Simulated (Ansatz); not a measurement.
The parent structure is ZnS in the zinc blende structure (space group F-43m, No. 216; a = 5.389 Å). Axes: x, y, z lie along the cube axes.

The values are results of r2SCAN, PAW, 500 eV (Ansatz, an electronic-structure program; no spin-orbit coupling), not measurements.

A first run, uniaxial strain ε_yy = +0.56 %, gives secant values C11 ≈ 110 GPa and C12 ≈ 63 GPa from its stress. A second run applies isotropic strain +1.88 %.

**Question.** What does linear elasticity predict for the bulk modulus −ΔP/(ΔV/V₀) in the second run, and what does the run give?

**Answer.** Linear elasticity: (C11 + 2 C12)/3 = 79 GPa. The run gives 68 GPa; any difference comes from nonlinear terms at these strains and numerical noise.

No phonon test of stability was made.
